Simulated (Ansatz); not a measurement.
The starting structures come from a database of crystals and need not be the phases stable at ambient conditions.

Tunnelling through a barrier is set by its complex band structure: the current falls as exp(−2κd) with the smallest κ.

Input:

```yaml
crystal:
  lattice:
    - [7.22314, 0.00000, 0.00000]
    - [0.00000, 7.58896, 0.00000]
    - [3.61157, 3.77642, 3.79444]
  atoms:
    - { symbol: Rb, position: [0.23475, 0.00000, 0.00000] }
    - { symbol: Rb, position: [0.98475, 0.50000, 0.00000] }
    - { symbol: H, position: [0.75758, 0.91796, 0.72020] }
    - { symbol: H, position: [0.47778, 0.08204, 0.27980] }
    - { symbol: H, position: [0.14574, 0.41796, 0.44388] }
    - { symbol: H, position: [0.58962, 0.58204, 0.55612] }
    - { symbol: P, position: [0.75146, 0.00000, 0.00000] }
    - { symbol: P, position: [0.50146, 0.50000, 0.00000] }
    - { symbol: O, position: [0.45514, 0.44240, 0.83012] }
    - { symbol: O, position: [0.28526, 0.55760, 0.16988] }
    - { symbol: O, position: [0.47766, 0.94240, 0.28508] }
    - { symbol: O, position: [0.76274, 0.05760, 0.71492] }
    - { symbol: O, position: [0.75641, 0.73038, 0.71182] }
    - { symbol: O, position: [0.46823, 0.26962, 0.28818] }
    - { symbol: O, position: [0.94861, 0.23038, 0.82742] }
    - { symbol: O, position: [0.77603, 0.76962, 0.17258] }
```

Space group of this cell: Fdd2. The cell is taken as given; by PBEsol its mean pressure is 2.8 GPa.

Transport runs along the normal of the first two printed cell vectors.

No gap correction and no spin-orbit coupling; mid-gap values are interpolated between computed energies.

Task: Give the band gap and the smallest decay constant κ at mid-gap that PBEsol (Ansatz, a program for electronic structure) yields.

Result: Gap 5.51 eV on a 8×8×8 mesh; κ = 0.470 1/Å, at the zone centre.
